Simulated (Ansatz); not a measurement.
The cell is made up: elements placed on another compound's structure type, so the phase may be hypothetical.

By PBEsol, the system below comes out a metal.

A figure of merit of an interconnect metal is its ballistic conductance per area.

Input:

```yaml
crystal:
  lattice:
    - [4.10313, 0.00000, 0.00000]
    - [0.00000, 4.10313, 0.00000]
    - [0.00000, 0.00000, 4.10313]
  atoms:
    - { symbol: Al, position: [0.00000, 0.00000, 0.00000] }
    - { symbol: Pd, position: [0.00000, 0.50000, 0.50000] }
    - { symbol: Pd, position: [0.50000, 0.00000, 0.50000] }
    - { symbol: Pd, position: [0.50000, 0.50000, 0.00000] }
    - { symbol: B, position: [0.50000, 0.50000, 0.50000] }
```

Space group of this cell: Pm-3m, cubic perovskite. The cell was relaxed by PBE-D3(BJ); by PBEsol its mean pressure is -0.5 GPa.

The current flows along the normal of the first two printed cell vectors. No spin-orbit coupling; the value is a mean over 0.1 eV about the Fermi level.

Give the ballistic conductance per area that PBEsol run with Ansatz (a quantum-chemistry and plane-wave program) yields.

0.62 × 10¹⁵ S/m² for both spins.
